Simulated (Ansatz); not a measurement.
Input:

```xyz
2
Lattice="0.0000 2.1815 2.1657 2.1815 0.0000 2.1657 2.1815 2.1815 0.0000" Properties=species:S:1:pos:R:3 pbc="T T T"
Si     1.0907     1.0907     1.0828
C      0.0000     0.0000     0.0000
```

All values below come from r2SCAN with spin-orbit coupling, rigid bands (plane waves, PAW; Ansatz, a program for electronic structure). Condition of this run: uniaxial stress zz = 2 GPa (compression positive) (the target of the relaxation). Cell: cell and atoms relaxed with r2SCAN, then loaded as said.

Problem. Predict the hole conductivity mass (n e² τ/σ) at 300 K, by direction if it differs.

Solution. 0.70 (x), 0.70 (y), 0.67 (z) mₑ.

Problem. What conductivity effective mass do dilute electrons have at 300 K?

Solution. 0.24 (x), 0.24 (y), 0.52 (z) mₑ.

Problem. And the band gap?

Solution. 1.63 eV at this level; semilocal functionals usually fall short of the measured gap.

Rigid bands, one relaxation time for all states, no polarons.
